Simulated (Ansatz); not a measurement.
The starting structures come from a database of crystals and need not be the phases stable at ambient conditions.

 Where the default PAW files enter, the runs use the earlier of Ansatz's two default sets.

By PBEsol, the system below comes out a metal.

The ballistic (Sharvin) conductance counts the channels at the Fermi level: G/A = (e²/h) × channels of both spins per area.

Consider the following.

```yaml
crystal:
  lattice:
    - [3.24126, 0.00000, 0.00000]
    - [-1.08042, 3.05589, 0.00000]
    - [1.08042, 1.52794, 2.72587]
  atoms:
    - { symbol: Sb, position: [0.00000, 0.00000, 0.00000] }
```

Space group of this cell: Fmmm. The cell is strained (lengths along the current scaled by 1.03, ions clamped); by PBEsol its mean pressure is -2.4 GPa.

The current flows along the normal of the first two printed cell vectors. No spin-orbit coupling; the value is a mean over 0.1 eV about the Fermi level.

Compute, with PBEsol (Ansatz, a first-principles code), the ballistic conductance per area.

1.3 × 10¹⁵ S/m² for both spins.
